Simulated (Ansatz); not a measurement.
# Parameter sweep on KAu4Sn2 (I-4c2, 14 atoms in the cell)

```cif
data_Au8K2Sn4
_chemical_formula_sum 'K2 Au8 Sn4'
_space_group_name_H-M_alt 'P 1'
_space_group_IT_number 1
_cell_length_a 7.47360
_cell_length_b 7.47360
_cell_length_c 7.47360
_cell_angle_alpha 107.418
_cell_angle_beta 107.418
_cell_angle_gamma 113.660
loop_
_space_group_symop_operation_xyz
  'x, y, z'
loop_
_atom_site_label
_atom_site_type_symbol
_atom_site_fract_x
_atom_site_fract_y
_atom_site_fract_z
_atom_site_occupancy
K1 K 0.50000 0.00000 0.50000 1
K2 K 0.00000 0.50000 0.50000 1
Au1 Au 0.24260 0.23030 0.30270 1
Au2 Au 0.76970 0.07240 0.01230 1
Au3 Au 0.92760 0.93990 0.69730 1
Au4 Au 0.06010 0.75740 0.98770 1
Au5 Au 0.74260 0.43990 0.01230 1
Au6 Au 0.26970 0.25740 0.69730 1
Au7 Au 0.42760 0.73030 0.98770 1
Au8 Au 0.56010 0.57240 0.30270 1
Sn1 Sn 0.60600 0.60600 0.71200 1
Sn2 Sn 0.39400 0.10600 0.00000 1
Sn3 Sn 0.89400 0.89400 0.28800 1
Sn4 Sn 0.10600 0.39400 0.00000 1
```

Base run A: LDA (PW92), default PAW files made with PBE run with Ansatz (a quantum-chemistry and plane-wave program), self-consistent single point.

Its settings: kpoints.mp_grid.grid = 3 3 3; hamiltonian.xc = lda; hamiltonian.pseudopotentials = {kind: paw} (the program's default PAW files); scf.occupations.method = fermi_dirac; scf.occupations.width = 0.05 eV.

The starting cell comes from a database of published, mostly measured structures (it also holds non-ambient and calculated ones), without a prior relaxation at this level. Ansatz's pressure includes its estimate of the finite-basis (Pulay) stress.

Runs:
- B: hamiltonian.xc: lda → pbesol [PBEsol]
- C: hamiltonian.xc: lda → blyp [BLYP]
- D: hamiltonian.xc: lda → r2scan [r2SCAN]

```json
[
 {"run": "A", "pressure (GPa)": "-1.91", "largest force (eV/Å)": "0.223"},
 {"run": "B", "pressure (GPa)": "___", "largest force (eV/Å)": "0.238"},
 {"run": "C", "pressure (GPa)": "___", "largest force (eV/Å)": "0.171"},
 {"run": "D", "pressure (GPa)": "___", "largest force (eV/Å)": "0.217"}
]
```

Task: Some entries are withheld; supply them.

Result: 
- B, pressure (GPa): 0.66
- C, pressure (GPa): 11.36
- D, pressure (GPa): 2.39

Left out of this page: 2 runs of the series held back from this collection.

Keys are those of Ansatz 0.2.
